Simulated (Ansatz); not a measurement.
Consider this model of amorphous Ti₂₀O₃₉Cl₂.

```xyz
61
Lattice="9.2571 0.0683 -0.0248 0.0683 9.1346 -0.0438 -0.0248 -0.0438 9.2664" Properties=species:S:1:pos:R:3 pbc="T T T"
Ti     3.9128     3.5315     0.9599
Ti     6.2765     6.3625     5.4934
Ti     1.0332     8.5656     4.0110
Ti     0.9557     7.4481     8.0698
Ti     1.3407     0.5120     0.7749
Ti     4.7149     0.4449     1.4432
Ti     0.8685     1.4416     6.3203
Ti     4.4106     5.9891     2.7254
Ti     7.0180     3.0354     7.0224
Ti     2.2535     3.5742     4.0497
Ti     8.7819     5.6264     2.8480
Ti     7.6229     5.7637     8.8598
Ti     5.7997     2.7331     3.6191
Ti     4.2578     7.0052     9.0405
Ti     7.4056     2.3127     0.8426
Ti     9.1979     5.0100     5.9372
Ti     0.7408     3.8374     0.0617
Ti     6.7209     8.6642     7.9101
Ti     2.7722     6.4591     5.7045
Ti     3.9516     3.7765     6.4269
O      5.0923     1.1274     3.1349
O      5.8807     6.4125     8.5204
O      2.8407     3.1895     2.3674
O      6.4122     8.0153     6.2397
O      7.4135     2.8183     2.5283
O      2.4986     3.5285     8.9645
O      7.8347     5.6942     4.5640
O      0.6399     4.5762     1.6438
O      0.5221     4.3798     4.2313
O      4.3505     7.7287     1.6334
O      7.6349     5.9853     1.4025
O      3.9394     5.4427     0.8104
O      0.3276     7.0983     3.1896
O      9.1942     0.2647     5.3539
O      0.1386     2.0015     0.5053
O      1.0633     0.4210     2.5560
O      0.2862     5.3455     8.2734
O      7.1350     1.3039     7.8846
O      1.4641     7.7507     0.5121
O      4.1224     3.1975     4.7425
O      7.3951     5.0646     6.7928
O      5.5774     6.7762     3.8716
O      8.2275     7.5361     8.2459
O      5.2129     4.2788     2.6302
O      5.0383     8.7896     8.7521
O      2.6299     8.0474     4.8194
O      5.3329     3.4617     7.5993
O      1.6438     2.0100     4.7383
O      2.2310     4.4644     6.1002
O      7.6670     3.7749     9.0305
O      4.5865     5.6133     6.0751
O      5.3997     2.2817     0.7595
O      3.0802     1.0178     0.8660
O      0.8441     6.6014     6.0806
O      9.1448     3.0553     6.7087
O      6.6776     2.7472     5.2617
O      2.9284     6.9952     7.6425
O      3.0216     5.6135     3.8398
O      0.9060     0.1342     7.8889
Cl     7.3355     9.0741     1.3598
Cl     3.2125     1.4601     6.9909
```

Computed with PBE, scalar-relativistic without spin-orbit coupling (plane waves to 420 eV, PAW; Ansatz, a quantum-chemistry and plane-wave program).

Preparation: random packing, a CHGNet melt and quench, and a DFT relaxation. Anions were pushed apart under 1.9 Å during the dynamics, to hinder bonds among them. The hot cell started wider than the set density and was brought back towards it in steps. It is the lowest in DFT energy of 2 quenches. It is a model cell: composition and starting density were chosen by hand, and all elements were melted together. No dispersion term was used. Its density started from a set value of 3.54 and ended at 3.50 g/cm³. The simulated quench (nominally 300 K/ps over its main leg) is rapid and tends to freeze in more defects than a deposited or slowly cooled glass has. One small periodic cell is one sample of the glass; other quenches scatter about these values. Volume and shape were free in the relaxation.

Cut-offs for bonds: Ti-Ti 3.12 Å, Ti-O 2.54 Å, Ti-Cl 2.88 Å, O-O 1.58 Å, O-Cl 2.02 Å, Cl-Cl 2.45 Å. Two cations that share two anions don't count as bonded, nor two that share one unless they lie closer than Ti-Ti 3.04 Å.

Task: Give the coordination numbers, mean bond lengths and angles.

Result: 
| Quantity | Value |
|---|---|
| Mean coordination of Ti by anions | 5.45 (1 with 4, 10 with 5, 8 with 6, 1 with 7); 2 close contacts or bonds to cations besides |
| Mean coordination of O | 2.67 (17 with 2, 18 with 3, 4 with 4) |
| Mean coordination of Cl | 2.50 (1 with 2, 1 with 3) |
| Mean Ti-O bond | 1.965 Å (spread 0.155 Å, 104 counted) |
| Mean Ti-Cl bond | 2.556 Å (spread 0.137 Å, 5 counted) |
| Mean Ti-Ti close contact | 3.030 Å (spread 0.000 Å, 1 counted) |
| Bond angle at Ti | mean 103.9°, spread 28.2° |
| Bond angle at O | mean 118.2°, spread 19.6° |

Task: List the pairs of like atoms that count as bonded by the rules above.

Result: Ti3-Ti7 (3.03 Å).
